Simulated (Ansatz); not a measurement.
Consider BN in the wurtzite structure (space group P6_3mc, No. 186; a = 2.541 Å, c = 4.203 Å). Axes: x lies along a and z along c of the hexagonal cell.

All numbers come from Kohn–Sham DFT with the PBEsol functional, run in Ansatz (a quantum-chemistry and plane-wave program) with PAW and 420 eV plane waves, without spin-orbit coupling.

For the base:

- Smallest direct gap: 8.21 eV

Modification: tensor shear ε_xz = +1.33 % (engineering shear γ = 0.0266); the atoms relax in the strained cell.

Question: Predict the new smallest direct gap.

Answer: The smallest direct gap shrinks by 0.05 eV to 8.16 eV.

Question: How does this affect the energy relative to the base?

Answer: The energy goes up by 4.3 meV/atom.

Stability against distortions was not tested.
